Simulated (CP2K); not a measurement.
Worked example: self-consistent single point of CaTiF₆ (P1, 8 atoms in the cell) in CP2K.

Method: CP2K with LDA (Pade form), GPW, DZVP-MOLOPT-SR-GTH basis, GTH-PADE potentials (GTH_POTENTIALS).

```yaml
crystal:
  lattice:
    - [5.75357, 0.00000, 0.00000]
    - [3.05749, 4.87395, 0.00000]
    - [3.05749, 1.69129, 4.57109]
  atoms:
    - { symbol: Ca, position: [0.50194, 0.48877, 0.49499] }
    - { symbol: Ti, position: [0.00134, 0.99744, 0.00408] }
    - { symbol: F, position: [0.30277, 0.77834, 0.14589] }
    - { symbol: F, position: [0.68396, 0.22186, 0.86388] }
    - { symbol: F, position: [0.13420, 0.33530, 0.75516] }
    - { symbol: F, position: [0.86964, 0.67527, 0.23223] }
    - { symbol: F, position: [0.77058, 0.13470, 0.32099] }
    - { symbol: F, position: [0.23558, 0.86832, 0.68278] }
```

Reference input (self-consistent single point, DFT LDA (Pade form), GPW, DZVP-MOLOPT-SR-GTH basis, GTH-PADE potentials (GTH_POTENTIALS)): CUTOFF = 600 Ry; REL_CUTOFF = 60 Ry; KPOINTS/SCHEME = MONKHORST-PACK 4 4 4; XC_FUNCTIONAL = PADE; Ca/BASIS_SET = DZVP-MOLOPT-SR-GTH; Ca/POTENTIAL = GTH-PADE-q10; Ti/BASIS_SET = DZVP-MOLOPT-SR-GTH; Ti/POTENTIAL = GTH-PADE-q12; F/BASIS_SET = DZVP-MOLOPT-SR-GTH; F/POTENTIAL = GTH-PADE-q7; METHOD = GPW; EPS_DEFAULT = 1e-10. This run's input differs from it in these lines:

```diff
@@ -40,2 +40,6 @@
       &END XC_FUNCTIONAL
+      &XC_GRID
+        XC_SMOOTH_RHO NN10
+        XC_DERIV NN10_SMOOTH
+      &END XC_GRID
     &END XC
```

The program printed (abridged):

```
 SCF WAVEFUNCTION OPTIMIZATION

  Step     Update method      Time    Convergence         Total energy    Change
     1 NoMix/Diag. 0.40E+00      -     2.03122488      -240.4069541311 -2.40E+02
     2 Broy./Diag. 0.40E+00      -     0.23613504      -236.8967228168  3.51E+00
     3 Broy./Diag. 0.40E+00      -     0.08462377      -242.0134997920 -5.12E+00
     4 Broy./Diag. 0.40E+00      -     0.03670535      -240.6553410950  1.36E+00
     5 Broy./Diag. 0.40E+00      -     0.01021157      -240.6931189856 -3.78E-02
     6 Broy./Diag. 0.40E+00      -     0.00622169      -240.5976521484  9.55E-02
   [... 3 lines left out ...]
    10 Broy./Diag. 0.40E+00      -     0.00008240      -240.5985111594 -1.56E-03
    11 Broy./Diag. 0.40E+00      -     0.00000576      -240.5983591483  1.52E-04
    12 Broy./Diag. 0.40E+00      -     0.00000123      -240.5983551441  4.00E-06
    13 Broy./Diag. 0.40E+00      -     0.00000046      -240.5983540042  1.14E-06
  *** SCF run converged in    13 steps ***

  Overlap energy of the core charge distribution:               0.00000000000011
  Self energy of the core charge distribution:               -558.75745425318655
  Core Hamiltonian energy:                                    150.81890619844404
  Hartree energy:                                             206.79461908094834
  Exchange-correlation energy:                                -39.45442503044796

  Total energy:                                              -240.59835400424203

                     Mulliken Population Analysis

 #  Atom  Element  Kind  Atomic population                           Net charge
       1     Ca       1          8.686785                              1.313215
       2     Ti       2         10.704482                              1.295518
   [... lines left out ...]

 STRESS| Analytical stress tensor [bar]
 STRESS|                        x                   y                   z
 STRESS|      x       -7.79423894370E+04  -2.62148210626E+04  -5.97186526418E+02
 STRESS|      y       -2.62148210626E+04  -7.03575146742E+04   3.93650925403E+03
 STRESS|      z       -5.97186526418E+02   3.93650925403E+03  -7.40838140209E+04
 STRESS| 1/3 Trace                                            -7.41279060440E+04
```

The run converged in 13 iterations. Against the reference run the free energy rises by 424 meV/atom, the pressure goes from -4.66 to -7.41 GPa, the largest force goes from 1.554 to 1.535 eV/Å and the gap on the mesh moves little (4.605 to 4.614 eV).

The starting cell comes from a database of computed structures (which also holds hypothetical and non-ambient phases and stackings), without a prior relaxation at this level. Its atoms were displaced at random from the sites of space group no. 148. Values carry the incompleteness of an atom-centred basis. Forces in this geometry exceed 1 eV/Å.

Cost on one core of a shared machine: roughly 60 s.
